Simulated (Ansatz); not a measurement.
An Ansatz (an electronic-structure program) run: ZnCu with a change (pressure 4.5 GPa); PBE in Ansatz (plane waves to 420 eV, PAW, spin-orbit coupling left out).

Input:

Ansatz 0.2 input:
```yaml
crystal:
  lattice:
    - [2.9464508482, 0, 0]
    - [0, 2.9464508482, 0]
    - [0, 0, 2.9464508482]
  atoms:
    - { symbol: Zn, position: [0.5, 0.5, 0.5] }
    - { symbol: Cu, position: [0, 0, 0] }
basis: { ecutwfc: 420, ecutrho_ratio: 4, xc_grid: 2, fft_grid_basis: typed }
kpoints: { mp_grid: { grid: [16, 16, 16] } }
hamiltonian:
  xc: pbe
  dispersion: none
  pseudopotentials: { kind: paw }
scf: { occupations: { method: fermi_dirac, width: 0.05 } }
relax: { f_tol: 0.01, max_steps: 60, cell: { stress_tol: 0.02, p_target: 4.5 } }
output: { forces: true, stress: true }
checkpoint: { write: state.ck, write_every: 1000 }
```

Output (explanatory and most iteration lines left out):

```
Relaxation: its limit of steps is 60 (relax.max_steps)
Pseudopotential: Zn, paw, valence charge 12
Pseudopotential: Cu, paw, valence charge 19
Crystal: 2 atoms, lattice volume = 25.580 Å³
Basis set: ecut = 420 eV, 485 PW (Γ), exchange–correlation on 40×40×40 points (8 copies of the dense FFT grid, shifted against one another)
Bands: 20, of which v1, the nominal top of the filled ones, is band 16 counted from 1 (15 counted from 0)
Symmetry: 48 space group operations
Space group: Pm-3m (ITA 221), of the structure as read, at distance tolerance 2.9e-5 Å
k-points: 165 of 4096
Functional: x = pbe(κ = 0.804, μ = 0.2195149727645171), c = pbe(β = 0.06672455060314922)
SCF iter   1: F=—  HF=-9944.382489 eV  |F-HF|=—  |Δ(HF+E_count)|=         —  Δρ=1.93e-3  dr2=5.45e-4  ethr=1.77e-3  ⟨swp⟩=5.6  Hψ=14168  notcnv=0
SCF iter   2: F=—  HF=-9944.383094 eV  |F-HF|=—  |Δ(HF+E_count)|=   6.05e-4  Δρ=7.85e-4  dr2=8.58e-5  ethr=1.76e-6  ⟨swp⟩=2.2  Hψ=7157  notcnv=0
SCF 1 converged in 6 iterations: F = -9944.383097 eV  dr2 = 5.01e-8
relax step   1: F+E_penalty+E_count = -9944.38309741 eV  Δ(F+E_penalty+E_count) = +0.000e0 eV  max|allowed force component| = 5.062e-30 eV/Å  Δτ_max = 0.0000 Å  P = +2.116 GPa  Ω = 25.580 Å³  (6 SCF iters, dr2 threshold 1.00e-7 eV, accepted)
[... steps on the carried basis left out ...]
relax step   5: F+E_penalty+E_count = -9944.37357249 eV  Δ(F+E_penalty+E_count) = +4.406e-4 eV  max|allowed force component| = 4.569e-30 eV/Å  Δτ_max = 0.0000 Å  P = +4.511 GPa  Ω = 25.116 Å³  stress off target by 1.06e-2 GPa  SCF on the basis re-selected at this cell (its energy is not comparable with the rows above)  (6 SCF iters)
SCF converged after 6 iterations
Free energy (F): -9944.373572 eV
Internal energy: -9944.368660 eV  (E = F + TS)
E sigma→0 (E₀):  -9944.371116 eV
Entropy (-TS):   -0.004912 eV (-2.456 meV/atom)
Fermi energy:    14.828333 eV
--- Forces (eV/Å), atoms counted from 1 ---
  atom   1  Zn     0.00000000     0.00000000     0.00000000
  atom   2  Cu     0.00000000    -0.00000000     0.00000000
--- Stress (GPa, compression-positive) ---
        4.510623       0.000000       0.000000
        0.000000       4.510623      -0.000000
        0.000000      -0.000000       4.510623
  P = ⅓ Tr σ = 4.5106 GPa (45.106 kbar)
--- Relaxed structure (4 steps of the walk, 4 accepted, 1 SCFs on fresh bases) ---
  cell:  # Å, volume = 25.1165 Å³
    - [2.928551912376721, 2.4074124304840444e-34, 2.8888949165808538e-34]
    - [-2.728400754548584e-34, 2.928551912376721, -1.6049416203226965e-35]
    - [-2.246918268451775e-34, -1.6049416203226965e-35, 2.928551912376721]
  atoms:
    - { symbol: Zn, position: [0.5, 0.5, 0.5] }
    - { symbol: Cu, position: [1.2385120060886806e-48, -9.362088668865416e-37, -8.510989698982261e-38] }
```

Load acts through the strain it causes; cell and atoms are relaxed under it. No phonon test of stability was made. All final runs are without spin polarisation. The cell was made from ZnCu in the CsCl type structure (space group Pm-3m, No. 221) by this change: pressure 4.5 GPa.
